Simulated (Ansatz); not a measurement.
Crystal: InSe (P6_3/mmc, 8 atoms a cell, 29.5 Å³ an atom); both levels run on this one cell.

Complex bands along the normal of (001) by Ansatz (plane waves, PAW, no spin-orbit coupling). r2SCAN gives a gap of 0.79 eV and a slowest mid-gap decay of 0.062 1/Å.

What does PBE give on the same cell, and what does that do to the current through 2 nm?

Gap 0.37 eV, κ = 0.031 1/Å. The mid-gap transmission through 2 nm changes by exp(2 × 20 × (0.062 − 0.031)) = a factor of 3.5 against r2SCAN.

Ansatz is a quantum-chemistry and plane-wave program.
